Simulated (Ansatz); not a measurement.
The starting structures come from a database of crystals and need not be the phases stable at ambient conditions.

 Where the default PAW files enter, the runs use the earlier of Ansatz's two default sets.

Tunnelling through a barrier is set by its complex band structure: the current falls as exp(−2κd) with the smallest κ.

Data:

```
Al2HgS4
1.0
    7.29548     0.00000     0.00000
   -3.64774     6.31807     0.00000
    3.64774     2.10602     5.95674
Al Hg S
4 2 8
Direct
  0.25000   0.37500   0.37500
  0.75000   0.37500   0.37500
  0.25000   0.87500   0.37500
  0.75000   0.37500   0.87500
  0.50000   0.75000   0.75000
  0.00000   0.00000   0.00000
  0.78032   0.60984   0.60984
  0.28032   0.14016   0.14016
  0.78032   0.17048   0.60984
  0.28032   0.14016   0.57952
  0.21968   0.60984   0.17048
  0.71968   0.57952   0.14016
  0.21968   0.60984   0.60984
  0.71968   0.14016   0.14016
```

Space group of this cell: Fd-3m, spinel. The cell is taken as given; by PBEsol its mean pressure is -1.1 GPa.

Transport runs along the normal of the first two printed cell vectors, the (111) plane of the conventional cell.

No gap correction and no spin-orbit coupling; mid-gap values are interpolated between computed energies.

Q: Predict the band gap and the smallest decay constant κ at mid-gap from PBEsol (Ansatz, a program for electronic structure).

A: Gap 1.27 eV on a 6×6×6 mesh; κ = 0.092 1/Å, at the zone centre.
